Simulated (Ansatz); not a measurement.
# Response to strain in BP

Consider BP in the zinc blende structure (space group F-43m, No. 216; a = 4.537 Å).

Strains are applied to the cell and any free atomic positions relax.

Computed with DFT with r2SCAN, PAW potentials and a 500 eV plane-wave cutoff in Ansatz (a program for electronic structure), spin-orbit coupling left out.

Notes on the quantities. energy relative to the base: free energy F.

| variant | energy relative to the base | volume per atom | pressure | band gap |
|---|---|---|---|---|
| base | 0 meV/atom | 11.67 Å³ | 0.00 GPa | 1.41 eV |
| isotropic strain −3.00 % | +54 meV/atom | 10.65 Å³ | 18.35 GPa | 1.27 eV |
| isotropic strain −2.50 % | +37 meV/atom | 10.82 Å³ | 14.82 GPa | … |
| isotropic strain −2.00 % | +23 meV/atom | 10.98 Å³ | 11.50 GPa | 1.32 eV |
| isotropic strain −1.50 % | +13 meV/atom | 11.15 Å³ | … | 1.34 eV |
| isotropic strain −1.00 % | +5.7 meV/atom | 11.32 Å³ | 5.40 GPa | 1.37 eV |
| isotropic strain −0.50 % | +1.4 meV/atom | 11.50 Å³ | 2.62 GPa | 1.39 eV |

Some entries are withheld; estimate them.


- isotropic strain −2.50 %, band gap: 1.30 eV
- isotropic strain −1.50 %, pressure: 8.36 GPa

Stability against distortions was not tested.
